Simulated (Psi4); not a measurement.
Psi4 1.11, unrestricted B3LYP/def2-svp: [Ge]=[Ge], charge 0, multiplicity 3, 2 atoms. The geometry is a generated start, not checked to be a minimum at this level.

```yaml
task: energy
method: b3lyp
basis: def2-svp
memory: 3 GB
maxiter: 100
keys_of_the_molecule_block: symmetry c1
scf_type: df (default)
diis_max_vecs: 10 (default)
e_convergence: 1e-06 (default)
d_convergence: 1e-06 (default)
dft_radial_points: 75 (default)
dft_spherical_points: 302 (default)
basis_functions: 64
grid_points: 41222
```

```xyz
2

Ge     0.0346    -0.0188    -1.1660
Ge    -0.0346     0.0188     1.1660
```

Charge 0 and multiplicity 3 are set for this test and not shown to be the ground state.

With the defaults (guess = auto, which took SAD, diis = true, scf_initial_accelerator = adiis, damping_percentage = 0, soscf = false, level_shift = 0, level_shift_cutoff = 0.01) it converges in 8 SCF iterations. One run each on 2 threads, with these changes:
- guess = modhuckel
- guess = sadno
- guess = sapgau
- soscf = true
- scf_initial_accelerator = ediis
- scf_initial_accelerator = none
- level_shift = 0.5, level_shift_cutoff = 0.001
- diis = false, scf_initial_accelerator = none, damping_percentage = 60
- guess = huckel
- guess = sap
- guess = core

Task: Which runs fail or end elsewhere than the default run?

Result: No convergence: diis = false, scf_initial_accelerator = none, damping_percentage = 60 (the run ends without SCF convergence in 100 iterations). Another solution: guess = core (200 meV higher); guess = sadno (200 meV higher); guess = huckel (200 meV higher); guess = modhuckel (200 meV higher); guess = sap (200 meV higher); guess = sapgau (200 meV higher). The rest reach the solution of the defaults.

```tsv
setting	SCF iterations	JK calls	end
soscf = true	6	17	same solution
scf_initial_accelerator = none	7	8	same solution
the defaults	8	9	same solution
scf_initial_accelerator = ediis	8	9	same solution
level_shift = 0.5, level_shift_cutoff = 0.001	8	9	same solution
guess = sap	7	7	other solution, 200 meV higher
guess = sapgau	7	7	other solution, 200 meV higher
guess = sadno	8	8	other solution, 200 meV higher
guess = huckel	8	15	other solution, 200 meV higher
guess = modhuckel	8	15	other solution, 200 meV higher
guess = core	9	9	other solution, 200 meV higher
diis = false, scf_initial_accelerator = none, damping_percentage = 60	100	101	no convergence
```

An SOSCF iteration holds several JK calls; a Hückel guess adds calls on atoms.
